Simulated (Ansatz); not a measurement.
**Response to strain in Si**

The parent structure is Si (space group Cmcm, No. 63; a = 3.8250 Å, b = 10.6946 Å, c = 12.6526 Å; a cell from a computed database, its experimental status unchecked). Axes: x, y, z lie along a, b, c of the conventional cell.

Strains are applied to the cell and any free atomic positions relax; under biaxial strain the out-of-plane vector relaxes too.

Computed with DFT with PBEsol, PAW potentials and a 420 eV plane-wave cutoff in Ansatz (a quantum-chemistry and plane-wave program), without spin-orbit coupling.

Notes on the quantities. energy relative to the base: free energy F.

```csv
change,band gap,energy relative to the base,volume per atom,hole mass
base,0.39 eV,0 meV/atom,21.57 Å³,"0.14 mₑ along a, 0.42 mₑ along b, 2.0 mₑ along c (at Y)"
"biaxial strain +0.78 %, plane normal [001], relaxed out of plane",0.41 eV,–,21.80 Å³,–
uniaxial strain ε_yy = +1.86 %,0.45 eV,+4.4 meV/atom,21.97 Å³,"0.14 mₑ along x, 0.44 mₑ along y, 2.3 mₑ along z (at Y)"
uniaxial strain ε_zz = −2.92 %,0.33 eV,+8.3 meV/atom,20.94 Å³,"0.14 mₑ along x, 0.41 mₑ along y, 2.1 mₑ along z (at Y)"
tensor shear ε_xy = −0.97 %,0.39 eV,+1.2 meV/atom,21.56 Å³,"0.14 mₑ along x, 0.42 mₑ along y, 1.9 mₑ along z (at Y)"
```

Effective masses come from finite differences of ±0.01 Å⁻¹. Stability against distortions was not tested. This is not the structure that Si has at room temperature and ambient pressure.
